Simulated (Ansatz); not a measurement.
WSe2: energy against strain

WSe2 (2H layered, P6_3/mmc, 19.843 Å³/atom at rest, c along z) under a strain ε along c (axis z), the other axes held. PBE-D3(BJ) in Ansatz, a plane-wave DFT program (PAW, default set), 420 eV, 12×12×3 Γ-centred mesh, Fermi-Dirac smearing 0.05 eV; ions are relaxed within the symmetry of each cell.

Here s stands for strain and y for E less E0.

```
strain (%)  E less E0 (meV/atom)
----------  --------------------
-1.20                       0.65
-0.60                       0.16
0.00                        0.00
0.60                        0.15
1.20                        0.56
3.00                           ?
```

Fit y against s with a parabola, and predict the withheld value at s = 3.00.

Least squares gives y = 0.003 - 0.0317·s + 0.4187·s². Residuals (row less fit): 0.006, -0.013, -0.003, 0.015, -0.008; standard error 0.016 (degrees of freedom: 2). Twice the quadratic coefficient over the volume, 2 × 0.4187 meV × 10⁴ × 0.1602 / 19.843 Å³, is the elastic constant C33 = 68 ± 1.9 GPa. At the withheld row, y = 0.003 - 0.0317 × 3.0 + 0.4187 × 3.0² = 3.676 meV/atom. The calculation gives 3.12 meV/atom, 0.556 meV/atom below the prediction (17.8 % of the range of y in the table). The row lies outside the fitted rows, so this is an extrapolation. From the scatter of the fitted rows alone, a prediction at this place has a standard error of 0.102 meV/atom, so the miss is 5.5 times that.

One order more, fitted to all 11 runs of the series, follows each within 0.01, so the miss is the next term of a smooth law. Rows are the converged runs of the series near zero and its far end; series whose fitted rows scatter by over a few per cent of the range, as at a crossing or softening among them, aren't shown in this form. Most that stay on the fit to the last digits aren't either.
